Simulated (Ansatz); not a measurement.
TiB2, response to strain

Take TiB2 (space group P6/mmm, No. 191; a = 3.032 Å, c = 3.224 Å; relaxed with 0.1 eV smearing) as the base. Axes: x lies along a and z along c of the hexagonal cell.

Strains are applied to the cell and any free atomic positions relax; under biaxial strain the out-of-plane vector relaxes too.

The values are results of PBE (Ansatz, a first-principles code), spin-orbit coupling left out, not measurements.

Notes on the quantities. in-plane stress: mean in-plane stress (compression positive).

```tsv
variant	in-plane stress	shortest interatomic distance
base	–	1.751 Å
biaxial strain −3.00 %, plane normal [001], relaxed out of plane	+22.7 GPa	1.698 Å
biaxial strain −2.50 %, plane normal [001], relaxed out of plane	+18.5 GPa	1.707 Å
biaxial strain −2.00 %, plane normal [001], relaxed out of plane	+14.5 GPa	1.716 Å
biaxial strain −0.50 %, plane normal [001], relaxed out of plane	?	1.742 Å
biaxial strain +0.50 %, plane normal [001], relaxed out of plane	-3.3 GPa	1.759 Å
biaxial strain +1.00 %, plane normal [001], relaxed out of plane	?	1.768 Å
biaxial strain +1.50 %, plane normal [001], relaxed out of plane	?	1.777 Å
biaxial strain +2.00 %, plane normal [001], relaxed out of plane	-12.4 GPa	?
biaxial strain +3.00 %, plane normal [001], relaxed out of plane	-18.0 GPa	1.803 Å
```

**Question.** Fill in the withheld entries from the trend.

**Answer.** 
- biaxial strain −0.50 %, plane normal [001], relaxed out of plane, in-plane stress: +3.4 GPa
- biaxial strain +1.00 %, plane normal [001], relaxed out of plane, in-plane stress: -6.5 GPa
- biaxial strain +1.50 %, plane normal [001], relaxed out of plane, in-plane stress: -9.5 GPa
- biaxial strain +2.00 %, plane normal [001], relaxed out of plane, shortest interatomic distance: 1.786 Å

Stability against distortions was not tested. All final runs are without spin polarisation.
